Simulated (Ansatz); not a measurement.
**BAs, response to strain**

The reference is BAs in the zinc blende structure (space group F-43m, No. 216).

BAs is modelled in the cubic space group F-43m (No. 216), the zinc blende structure, Pearson symbol cF8. Cell: a = b = c = 4.809 Å, α = β = γ = 90.00°. B on 4a sees 4 As at 2.082 Å (tetrahedral). As on 4d is coordinated by 4 B at 2.082 Å (tetrahedral). (Neighbours: up to the widest gap in distance over summed covalent radii, below 1.35, at either atom.)
(The calculation used a cell of 2 atoms; values per cell refer to that cell.)

Strains are applied to the cell and any free atomic positions relax.

Computed with PBE in Ansatz (plane waves to 420 eV, PAW, no SOC).

| case | volume per atom | pressure | band gap |
|---|---|---|---|
| base | 13.90 Å³ | 0.0 kbar | 1.21 eV |
| isotropic strain −3.00 % | 12.69 Å³ | 144.8 kbar | 1.11 eV |
| isotropic strain −2.50 % | 12.89 Å³ | 116.7 kbar | 1.13 eV |
| isotropic strain −2.00 % | 13.09 Å³ | (withheld) | (withheld) |
| isotropic strain −1.00 % | 13.49 Å³ | 42.2 kbar | 1.18 eV |
| isotropic strain −0.50 % | 13.70 Å³ | 20.4 kbar | 1.19 eV |
| isotropic strain +1.00 % | 14.33 Å³ | -36.8 kbar | 1.24 eV |
| isotropic strain +1.50 % | 14.54 Å³ | -53.5 kbar | 1.25 eV |
| isotropic strain +2.00 % | 14.76 Å³ | -69.0 kbar | 1.26 eV |
| isotropic strain +3.00 % | 15.19 Å³ | -96.8 kbar | 1.29 eV |

Task: Some entries are withheld; estimate them.

Result: 
- isotropic strain −2.00 %, pressure: 90.2 kbar
- isotropic strain −2.00 %, band gap: 1.15 eV

Stability against distortions was not tested.

Ansatz is an electronic-structure program.
